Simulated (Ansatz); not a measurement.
# A computed series for MgSe: pressure series

The parent structure is MgSe in the rock salt structure (space group Fm-3m, No. 225; a = 5.472 Å).

Cell and atoms are relaxed at each pressure.

The values are results of plane-wave PAW DFT at the r2SCAN level (Ansatz, an electronic-structure program, 500 eV), scalar-relativistic without spin-orbit coupling, not measurements.

Notes on the quantities. enthalpy: H = E + PV relative to the base's energy.

```json
[
 {"variant": "base", "enthalpy": "–", "band gap": "2.48 eV", "density": "4.19 g/cm³"},
 {"variant": "pressure −2 GPa", "enthalpy": "-0.26 eV/atom", "band gap": "2.42 eV", "density": "4.05 g/cm³"},
 {"variant": "pressure −1 GPa", "enthalpy": "-0.13 eV/atom", "band gap": "2.45 eV", "density": "4.12 g/cm³"},
 {"variant": "pressure 0.3 GPa", "enthalpy": "+0.04 eV/atom", "band gap": "2.49 eV", "density": "4.20 g/cm³"},
 {"variant": "pressure 0.7 GPa", "enthalpy": "+0.09 eV/atom", "band gap": "2.50 eV", "density": "4.23 g/cm³"},
 {"variant": "pressure 1.5 GPa", "enthalpy": "+0.19 eV/atom", "band gap": "2.52 eV", "density": "4.28 g/cm³"},
 {"variant": "pressure 3 GPa", "enthalpy": "+0.38 eV/atom", "band gap": "2.55 eV", "density": "4.36 g/cm³"},
 {"variant": "pressure 5 GPa", "enthalpy": "+0.62 eV/atom", "band gap": "2.59 eV", "density": "4.47 g/cm³"},
 {"variant": "pressure 7.5 GPa", "enthalpy": "+0.91 eV/atom", "band gap": "…", "density": "…"},
 {"variant": "pressure 10 GPa", "enthalpy": "+1.20 eV/atom", "band gap": "2.68 eV", "density": "4.71 g/cm³"}
]
```

**Question.** What belongs in the blanks?

**Answer.** 
- pressure 7.5 GPa, band gap: 2.64 eV
- pressure 7.5 GPa, density: 4.60 g/cm³

Load acts through the strain it causes; cell and atoms are relaxed under it. No phonon test of stability was made. Competing high-pressure phases were not computed.
